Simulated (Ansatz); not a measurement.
**Band gap of Bi₂SiO₅ (Cmc2₁, No. 36, 16 atoms in the cell; start mp-28144) at several levels of theory**

No measured value is used here.

| level (code) | value (eV) |
|---|---|
| LDA (Ansatz) | 2.65 |
| PBEsol+SOC (Ansatz) | 2.37 (indirect) |
| r²SCAN+SOC (Ansatz) | 2.89 (indirect) |
| HSE06 (Ansatz) | 4.00 |
| PBE0 (Ansatz) | 4.70 |
| G0W0@PBEsol+SOC (Ansatz) | 3.91 |

Computed values are for a static lattice. Levels without +SOC have no spin–orbit coupling; where heavier elements are present it shifts gaps, mostly down, and can invert bands.  G0W0@PBEsol+SOC: filled d or f shells below the valence bands can shift G0W0 gaps through exchange with them, which wasn't tested here. G0W0@PBEsol+SOC: spin–orbit coupling enters as the shift of the gap found with a semilocal functional. Values are at the PBEsol cell. Cutoffs and k meshes differ between the levels. Ansatz's density-functional and Hartree–Fock values are scalar-relativistic unless marked +SOC, with PAW data made under PBE.

A start named mp-… is a Materials Project structure, which need not be a measured phase.

Ansatz is a first-principles code.
